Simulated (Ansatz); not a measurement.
A periodic model of amorphous In9Ga9Zn9O38Sn:

```xyz
66
Lattice="9.7093 0.0187 -0.0165 0.0187 9.1200 -0.0360 -0.0165 -0.0360 9.4416" Properties=species:S:1:pos:R:3 pbc="T T T"
In     4.0575     1.6435     6.5486
In     0.4993     6.2029     6.0935
In     6.6533     6.5887     4.2959
In     4.0731     6.8750     6.4715
In     9.4787     6.0355     2.6417
In     8.9704     4.9871     9.2070
In     6.7135     4.4389     7.1972
In     2.1762     2.9507     4.1594
In     7.6334     8.6800     2.0555
Ga     5.5830     0.4558     0.0190
Ga     8.5892     0.3851     5.2847
Ga     3.7958     4.1868     8.6277
Ga     2.4878     6.8423     0.0980
Ga     1.2996     0.0512     1.9665
Ga     8.6350     2.4018     2.4089
Ga     8.4399     1.4974     8.5184
Ga     6.1571     3.2847     0.8633
Ga     1.5037     8.7692     7.7258
Zn     1.0005     2.8543     7.2578
Zn     2.9639     1.8242     0.4932
Zn     8.8201     3.6609     5.1384
Zn     1.6274     3.9706     1.3063
Zn     2.0325     8.8662     4.9449
Zn     5.7190     3.3050     4.0791
Zn     5.7508     6.4434     0.7711
Zn     4.5032     0.2504     3.4135
Zn     7.3832     7.6696     7.4576
O      9.3244     4.0009     1.7230
O      9.2370     1.8828     4.1332
O      7.3116     6.5717     2.1513
O      0.3607     8.4112     5.8259
O      2.0346     1.7438     5.8073
O      4.3312     3.4837     0.8362
O      5.1190     5.1232     3.7982
O      4.7721     7.6798     4.3890
O      6.7146     4.8105     9.3623
O      0.5671     1.1514     8.1752
O      8.6925     5.7068     4.5374
O      0.8802     4.1102     5.7509
O      2.6381     8.5342     3.1667
O      2.1251     4.7204     3.0471
O      6.5077     7.9603     9.1852
O      7.7667     0.4227     7.0143
O      6.8674     2.9561     2.5105
O      1.4735     6.9292     7.8540
O      3.8747     6.5970     1.4582
O      4.0950     1.0527     8.6006
O      3.1730     8.7620     6.6512
O      0.9416     5.9273     0.8136
O      2.1208     8.7081     0.2892
O      2.0720     3.4848     8.8646
O      3.9125     6.0360     8.4390
O      2.4842     6.3976     5.1765
O      8.5185     6.0475     7.4735
O      4.3051     1.9752     4.4179
O      5.6205     0.3625     1.8667
O      8.8188     1.0682     1.0947
O      9.6815     8.1257     2.5862
O      6.6576     1.9137     9.0796
O      7.0240     3.3053     5.5243
O      1.8396     1.9157     2.1351
O      4.6508     3.6228     7.0971
O      7.3546     8.6857     4.1943
O      8.7319     3.3134     7.9574
O      6.1236     6.4118     6.4432
Sn     3.5039     6.3085     3.4062
```

Level of theory: PBE, scalar-relativistic without spin-orbit coupling (plane waves to 420 eV, PAW; Ansatz, a first-principles code).

The cell was made by melting and quenching with the CHGNet potential and then relaxed with DFT. O atoms were pushed apart under 1.9 Å during the dynamics, to hinder bonds among them. The hot cell started wider than the set density and was brought back towards it in steps. It is the lowest in DFT energy of 2 quenches. It is a model cell: composition and starting density were chosen by hand, and all elements were melted together. No dispersion term was used. Its density started from a set value of 5.91 and ended at 5.91 g/cm³. The simulated quench (nominally 260 K/ps over its main leg) is rapid and tends to freeze in more defects than a deposited or slowly cooled glass has. Values belong to this one cell and scatter from quench to quench. The volume was held where the preparation left it and the shape relaxed, at a PBE pressure of 3.1 GPa. Stress components on the final sampling reach 3.2 GPa.

Cut-offs for bonds: In-In 3.12 Å, In-Ga 2.90 Å, In-Zn 2.90 Å, In-O 2.54 Å, In-Sn 3.09 Å, Ga-Ga 2.68 Å, Ga-Zn 2.68 Å, Ga-O 2.36 Å, Ga-Sn 2.87 Å, Zn-Zn 2.68 Å, Zn-O 2.62 Å, Zn-Sn 2.87 Å, O-O 1.58 Å, O-Sn 2.46 Å, Sn-Sn 3.06 Å. Two cations that share two anions don't count as bonded, nor two that share one unless they lie closer than In-In 3.04 Å, In-Ga 2.82 Å, In-Zn 2.82 Å, In-Sn 3.01 Å, Ga-Ga 2.61 Å, Ga-Zn 2.61 Å, Ga-Sn 2.79 Å, Zn-Zn 2.61 Å, Zn-Sn 2.79 Å, Sn-Sn 2.97 Å.

Problem. Give the coordination numbers, mean bond lengths and angles.

Solution. 
The mean coordination of In by anions is 5.33 (6 with 5, 3 with 6). The mean coordination of Ga by anions is 4.33 (6 with 4, 3 with 5) and the mean coordination of Zn by anions is 4.56 (4 with 4, 5 with 5). The mean coordination of O comes out as 3.53 (18 with 3, 20 with 4) and the mean coordination of Sn by anions comes out as 6.00 (1 with 6). The mean In-O bond is 2.192 Å (spread 0.088 Å, 48 counted) and the mean Zn-O bond comes out as 2.058 Å (spread 0.151 Å, 41 counted). The mean Ga-O bond is 1.912 Å (spread 0.085 Å, 39 counted) and the mean O-Sn bond comes out as 2.122 Å (spread 0.132 Å, 6 counted). The bond angle at In is mean 105.3°, spread 30.0° and the bond angle at Ga comes out as mean 108.0°, spread 19.2°. The bond angle at Zn is mean 107.0°, spread 24.2° and the bond angle at O comes out as mean 110.7°, spread 15.8°. The bond angle at Sn comes out as mean 103.7°, spread 28.6°.

Problem. List the pairs of like atoms that count as bonded by the rules above.

Solution. There are none by these rules.
